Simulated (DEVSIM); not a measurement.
System: abrupt Ge n-p junction, at 300 K.

Layer 1 from the left is Ge, thickness (μm) 89.0, Nd (cm⁻³) 1.9e17, τn (s) 2e-5, τp (s) 2e-5. Layer 2 from the left is Ge, thickness (μm) 130, Na (cm⁻³) 3.4e17, τn (s) 2e-5, τp (s) 2e-5.

Left contact: ohmic. Right contact: ohmic. Voltage is applied to the left contact. Recombination: SRH at mid-gap. Mobility is μmin + (μ − μmin)/(1 + (N/Nref)^α).

Constants are typed, rounded textbook-type inputs, not results; the design itself was drawn at random and stands for no fabricated device. Values at 300 K.

Ge: gap (eV) 0.664, affinity (eV) 4, permittivity 16, Nc (cm⁻³) 1.04e19, Nv (cm⁻³) 6e18, μn (cm²/Vs) 3900, μp (cm²/Vs) 1900, μn,min 150, μp,min 100, Nref,n 2.6e17, Nref,p 4e17, αn 0.56, αp 0.6.

Model (solved in DEVSIM): 1D drift-diffusion, Boltzmann statistics, complete ionisation; no tunnelling, impact ionisation, image-force lowering or self-heating.

Dark forward current:

```csv
|V| (V),|J| (A/cm²)
0.05,1.288e-5
0.10,0.0001014
0.15,0.0007122
0.20,0.004932
0.25,0.03411
0.30,0.2355
0.35,1.610
0.40,10.37
0.45,52.61
0.50,176.1
0.55,415.6
0.60,784.9
0.65,1289
0.70,1930
0.75,2708
```

**Question.** Work out the local ideality factor n = ΔV / (kT/q · ln(J2/J1)) between the rows 0.15 and 0.20 V, 0.70 and 0.75 V.

**Answer.** kT/q = 25.85 mV. From 0.15 to 0.20 V: ln(0.004932/0.0007122) = 1.935, n = 1.00, near the 1 of diffusion or emission over a barrier. From 0.70 to 0.75 V: ln(2708/1930) = 0.339, n = 5.71.

**Question.** Estimate the current at 0.25 V from the Shockley equation with J0 = Σ q ni² D/(N L) coth(W/L), τ joining the SRH, radiative and Auger lifetimes that are on, and W taken as the whole layer.

**Answer.** ni² = 4.36e26 cm⁻⁶; holes in the n layer: μ = 1200 cm²/Vs, D = 31.0 cm²/s, τ = 2.00e-5 s, L = 249 μm, W/L = 0.36, term 1.33e-6 A/cm²; electrons in the p layer: μ = 1880 cm²/Vs, D = 48.7 cm²/s, τ = 2.00e-5 s, L = 312 μm, W/L = 0.42, term 8.14e-7 A/cm². J0 = 2.15e-6 A/cm², and J = J0 exp(qV/kT) = 0.0340 A/cm². The simulation gives 0.0341 A/cm², the same within the digits that matter. The estimate leaves out recombination in the depletion region and that region's share of W.
